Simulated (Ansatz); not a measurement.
Base system: NiSi (space group Pnma, No. 62; a = 5.119 Å, b = 3.342 Å, c = 5.563 Å; non-magnetic).

Computed with r2SCAN (Ansatz, a program for electronic structure, PAW, spin-orbit coupling left out).

One change was made to it. Results:

The density goes up by 0.16 g/cm³ (6.06 g/cm³ → 6.22 g/cm³); the shortest interatomic distance shrinks by 0.014 Å (2.264 Å → 2.250 Å); the band gap is still zero.

### Question
What was done to the base?
A) pressure 0.3 GPa
B) pressure 5 GPa
C) pressure 1.5 GPa

### Answer
B, pressure 5 GPa. For comparison, the density in the other runs: pressure 0.3 GPa gives 6.07 g/cm³; pressure 1.5 GPa gives 6.11 g/cm³.

Load acts through the strain it causes; cell and atoms are relaxed under it. No phonon test of stability was made. Competing high-pressure phases were not computed. Seeded moments were not kept for the base. All final runs are without spin polarisation.
